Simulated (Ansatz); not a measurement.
Data:

End structure of a constructed model of the (111) surface of fcc Cu, (√3x√3)R30° surface alloy, Sb on one Cu site of the top plane (bottom of the slab: a bare face, its two planes held):

```yaml
crystal:
  lattice:
    - [3.85020, 2.22291, 0.00000]
    - [-3.85020, 2.22291, 0.00000]
    - [0.00000, 0.00000, 26.50000]
  atoms:
    - { symbol: Cu, position: [0.00000, 0.66667, 0.30202] }
    - { symbol: Cu, position: [0.33333, 0.33333, 0.30202] }
    - { symbol: Cu, position: [0.66667, 0.00000, 0.30202] }
    - { symbol: Cu, position: [0.00000, 0.33333, 0.38111] }
    - { symbol: Cu, position: [0.33333, 0.00000, 0.38111] }
    - { symbol: Cu, position: [0.66667, 0.66667, 0.38111] }
    - { symbol: Cu, position: [0.00000, 0.00000, 0.46024] }
    - { symbol: Cu, position: [0.33333, 0.66667, 0.45973] }
    - { symbol: Cu, position: [0.66667, 0.33333, 0.45973] }
    - { symbol: Cu, position: [0.00000, 0.66544, 0.53903] }
    - { symbol: Cu, position: [0.33456, 0.33456, 0.53903] }
    - { symbol: Cu, position: [0.66544, 0.00000, 0.53903] }
    - { symbol: Cu, position: [0.00000, 0.32928, 0.61762] }
    - { symbol: Cu, position: [0.32928, 0.00000, 0.61762] }
    - { symbol: Cu, position: [0.67072, 0.67072, 0.61762] }
    - { symbol: Sb, position: [0.00000, 0.00000, 0.72487] }
    - { symbol: Cu, position: [0.33333, 0.66667, 0.69605] }
    - { symbol: Cu, position: [0.66667, 0.33333, 0.69605] }
```

Slab: 18 atoms, 10.5 Å thick at the start with caps and adatoms (thin: gaps and levels are the slab's own); k 10x10x1, smearing 0.1 eV, dipole-corrected; 6 atoms held, the rest relaxed; symmetry of the start imposed; no spin, no spin-orbit, no U. It is one candidate, not shown to be the stable structure of the face.

### Question
Predict the work function of the top face from PBE run with Ansatz (a quantum-chemistry and plane-wave program).

### Answer
4.32 eV
